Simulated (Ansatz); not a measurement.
Zinc-blende LiH (model structure), treated with LDA in Ansatz (PAW).

Numerical settings: plane-wave cutoff 500 eV, 12×12×12 k mesh, gaussian smearing 0.02 eV, scalar-relativistic PAW data made under PBE.

Cell (relaxed at this level):

Space group F-43m (No. 216); a = b = c = 4.1796 Å, α = β = γ = 90.00°

```csv
atom,site,symmetry,x,y,z
Li,4a,-43m,0.0000,0.0000,0.0000
H,4d,-43m,0.7500,0.7500,0.7500
```
(The calculation used a cell of 2 atoms; values per cell refer to that cell.)

What does this level give for the band gap?


- band gap = 4.06 eV (on the SCF k mesh)

Note: the relaxation could raise the start's symmetry but not lower it, so the cell can be a saddle point.

Static lattice: no zero-point or thermal effects.

The result took around 7 core-seconds (rough).

A model structure was made by putting elements into a prototype or built by hand; it is no filed structure, need not be a known phase, and can be a saddle point held by its symmetry.

Ansatz is an electronic-structure program.
